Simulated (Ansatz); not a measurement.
Consider B vacancy in zinc-blende BP, charge state -3. The step: one B atom jumps into the vacancy from a nearby B site; the atom moves 3.18 Å along (0.00, 0.49, -0.49) of the unit cell; the moving atom starts with neighbours P at 1.95, 3 P at 1.98 Å and ends with P at 1.95, 3 P at 1.98 Å. A PBE band in Ansatz (plane-wave PAW, a 2×2×2 k-point mesh shifted by half a step, 64 host sites, 32 SCF runs with any check of the saddle's order, static, no finite-size correction) gives a forward barrier of 3.21 eV. The saddle point's order was not checked, and it lies on a symmetry element of the cell, where a band can be held. The charge state is imposed; whether it is stable for some Fermi level was not computed. Forms of the defect that were not tried may lie lower.

Single points at the band's start and saddle point can refine it. Rough cost of one point, in units of the band's mean SCF on the same machine:

| Level | Cost of one point |
|---|---|
| PBE, a 3×3×3 k-point mesh shifted by half a step | about 3 |
| r2SCAN at 500 eV, a 2×2×2 k-point mesh shifted by half a step | about 3 |

Which of these move the barrier by more than 0.1 eV, and how far does each move it?

PBE, a 3×3×3 k-point mesh shifted by half a step: 0.00 eV; r2SCAN at 500 eV, a 2×2×2 k-point mesh shifted by half a step: +0.26 eV. Each functional is compared with PBE at the same k-points.

Ansatz is a quantum-chemistry and plane-wave program.
